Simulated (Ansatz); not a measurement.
## Carrier properties of BP (F-43m)

Data:

```xyz
2
Lattice="0.0000 2.2601 2.2601 2.2601 0.0000 2.2601 2.2601 2.2601 0.0000" Properties=species:S:1:pos:R:3 pbc="T T T"
B      0.0000     0.0000     0.0000
P      1.1300     1.1300     1.1300
```

Method: PBE with spin-orbit coupling, rigid bands (plane waves, PAW; Ansatz, a program for electronic structure). Cell: cell and atoms relaxed with PBEsol.

| Item | Value |
|---|---|
| band gap | 1.21 eV |
| electron conductivity mass (300 K, dilute) | 0.33 mₑ |
| hole conductivity mass (300 K, dilute) | 0.43 mₑ |
| effective density of states N_c (300 K) | 4.2e19 cm⁻³ |
| effective density of states N_v (300 K) | 2.5e19 cm⁻³ |
| density-of-states mass, electrons | 1.42 mₑ |
| density-of-states mass, holes | 0.99 mₑ |
| Seebeck coefficient, n-type 1e19 cm⁻³, 300 K | -338 μV/K |
| best n-type power factor at 300 K for τ = 10 fs (best axis; densities from 1e16 to 1e21 cm⁻³ tried, whether or not they can be reached) | 19.9 μW/(cm·K²) at 1e20 cm⁻³ |
| Seebeck coefficient, p-type 1e19 cm⁻³, 300 K | 326 μV/K |
| best p-type power factor at 300 K for τ = 10 fs (best axis; densities from 1e16 to 1e21 cm⁻³ tried, whether or not they can be reached) | 14.9 μW/(cm·K²) at 1e20 cm⁻³ |

Rigid bands; masses and Seebeck coefficients take one relaxation time τ for all states and one kind of carrier; polarons and phonon drag are left out. Geometry: cell and atoms relaxed with PBEsol.
